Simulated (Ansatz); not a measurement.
The starting structures come from a database of crystals and need not be the phases stable at ambient conditions.

Where the default PAW files enter, the runs use the earlier of Ansatz's two default sets.

By PBEsol, the system below comes out a metal.

Without scattering a metal conducts by its projected Fermi surface.

Input:

```xyz
2
Lattice="2.9161 0.0000 0.0000 0.0000 2.9161 0.0000 0.0000 0.0000 2.9161" Properties=species:S:1:pos:R:3 pbc="T T T"
Si     1.4581     1.4581     1.4581
Ru     0.0000     0.0000     0.0000
```

Space group of this cell: Pm-3m, CsCl type. The cell is taken as given; by PBEsol its mean pressure is -1.6 GPa.

The current flows along the normal of the first two printed cell vectors, the (001) plane of the conventional cell. No spin-orbit coupling; the value is a mean over 0.1 eV about the Fermi level.

Problem. Give the ballistic conductance per area that PBEsol in Ansatz (a quantum-chemistry and plane-wave program) yields.

Solution. 0.47 × 10¹⁵ S/m² for both spins.
